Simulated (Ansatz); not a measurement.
Consider a periodic stack without vacuum, fluorite-type CoSi2 (0 0 1) on cubic ZrO2 (0 0 1) (film strained to the substrate, started from cuts of the bulks and a machine-learned relaxation; slabs O10Zr6 and Co4Si8, which can lie off the formulas): substrate slab O10Zr6, film Co4Si8, surface cells [[1, 0], [1, 1]] and [[1, 0], [1, 1]], film strained by -4.6 and -4.6 %, outermost planes Zr/Zr and Si/Co as cut, which need not be the usual terminations and can put a slab off its formula. Its start:

```yaml
crystal:
  lattice:
    - [3.61756, 0.00000, -0.01103]
    - [0.00000, 3.61756, 0.00814]
    - [-1.59626, 1.56753, 26.55502]
  atoms:
    - { symbol: O, position: [0.48921, 0.93970, 0.08225] }
    - { symbol: O, position: [0.98008, 0.44522, 0.06902] }
    - { symbol: O, position: [0.61052, 0.85901, 0.28174] }
    - { symbol: O, position: [0.10185, 0.36657, 0.26445] }
    - { symbol: O, position: [0.05307, 0.40753, 0.16601] }
    - { symbol: O, position: [0.56018, 0.90116, 0.18254] }
    - { symbol: O, position: [0.68976, 0.76378, 0.47752] }
    - { symbol: O, position: [0.18585, 0.26651, 0.46408] }
    - { symbol: O, position: [0.14900, 0.32156, 0.36374] }
    - { symbol: O, position: [0.65699, 0.81348, 0.38001] }
    - { symbol: Zr, position: [0.00736, 0.92666, 0.12347] }
    - { symbol: Zr, position: [0.45926, 0.45921, 0.02546] }
    - { symbol: Zr, position: [0.12933, 0.84050, 0.32212] }
    - { symbol: Zr, position: [0.58203, 0.38331, 0.22274] }
    - { symbol: Zr, position: [0.20787, 0.74045, 0.51664] }
    - { symbol: Zr, position: [0.66612, 0.29405, 0.42128] }
    - { symbol: Co, position: [0.74382, 0.05132, 0.76169] }
    - { symbol: Co, position: [0.20937, 0.61546, 0.65397] }
    - { symbol: Co, position: [0.88460, 0.96943, 0.97740] }
    - { symbol: Co, position: [0.32189, 0.50752, 0.86840] }
    - { symbol: Si, position: [0.21711, 0.08506, 0.70829] }
    - { symbol: Si, position: [0.72868, 0.57492, 0.70887] }
    - { symbol: Si, position: [0.66865, 0.59596, 0.60119] }
    - { symbol: Si, position: [0.14313, 0.12299, 0.60019] }
    - { symbol: Si, position: [0.35744, 0.98344, 0.92509] }
    - { symbol: Si, position: [0.85188, 0.48877, 0.92457] }
    - { symbol: Si, position: [0.79249, 0.52847, 0.81666] }
    - { symbol: Si, position: [0.27141, 0.02898, 0.81611] }
```

The start was prepared with a machine-learned potential, and the result is one local minimum, with the in-plane cell held and forces under 0.04 eV/Å; the film can end far from its bulk form.

These are PBE (plane waves to 420 eV, PAW; Ansatz, a first-principles code) values and carry that method's errors. Spin–orbit coupling is left out; the runs are not spin-polarised; PBE gaps are too small against experiment. Its k-point mesh 9×9×1, Fermi–Dirac width 0.05 eV.

**Question.** Predict the relaxed interface.

**Answer.** 
| Quantity | Result |
|---|---|
| interface area | 13.1 Å² |
| period | 26.70 Å |
| heights between the nearest atoms of the two slabs at the two interfaces | 2.13 and 1.71 Å |
| Co–Zr contacts across the interfaces within 1.22 times the sum of covalent radii | 5, mean 3.20 Å |
| Si–Zr contacts across the interfaces within 1.22 times the sum of covalent radii | 5, mean 2.92 Å |
